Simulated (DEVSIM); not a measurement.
System: W/SiO2/p-GaAs capacitor, at 300 K.

```csv
layer (left to right),material,thickness (nm),Na (cm⁻³)
1,SiO2,9.60,-
2,GaAs,1400,2e17
```

Metal gate on the left, work function 4.6 eV. Fixed charge at the semiconductor interface 0 cm⁻² (in units of +e); no interface traps.

This is a model device: material constants are rounded textbook-type values typed into the input, and sizes, dopings and lifetimes were drawn at random. Values at 300 K.

| parameter | SiO2 | GaAs |
|---|---|---|
| gap (eV) | 9 | 1.424 |
| affinity (eV) | 0.9 | 4.07 |
| permittivity | 3.9 | 12.9 |
| Nc (cm⁻³) | - | 4.7e17 |
| Nv (cm⁻³) | - | 9e18 |

Simulated with DEVSIM: 1D Poisson equation in equilibrium, Boltzmann statistics, complete ionisation; no quantum confinement or tunnelling. Metal contacts follow the ideal Schottky-Mott rule: no Fermi-level pinning, no interface dipoles.

The SiO2 thickness was swept, all else fixed.

```json
[
 {"SiO2 thickness (μm)": "0.0038", "minimum of the low-frequency capacitance (μF/cm²)": "0.115", "capacitance of the dielectric stack (μF/cm²)": "0.909"},
 {"SiO2 thickness (μm)": "0.0053", "minimum of the low-frequency capacitance (μF/cm²)": "0.107", "capacitance of the dielectric stack (μF/cm²)": "0.652"},
 {"SiO2 thickness (μm)": "0.0067", "minimum of the low-frequency capacitance (μF/cm²)": "___", "capacitance of the dielectric stack (μF/cm²)": "0.515"},
 {"SiO2 thickness (μm)": "0.0082", "minimum of the low-frequency capacitance (μF/cm²)": "0.0989", "capacitance of the dielectric stack (μF/cm²)": "0.421"},
 {"SiO2 thickness (μm)": "0.0096", "minimum of the low-frequency capacitance (μF/cm²)": "0.0938", "capacitance of the dielectric stack (μF/cm²)": "0.360"},
 {"SiO2 thickness (μm)": "0.012", "minimum of the low-frequency capacitance (μF/cm²)": "0.0881", "capacitance of the dielectric stack (μF/cm²)": "0.288"}
]
```

Task: Complete the blanks.

Result: 
- 0.0067, minimum of the low-frequency capacitance (μF/cm²): 0.103
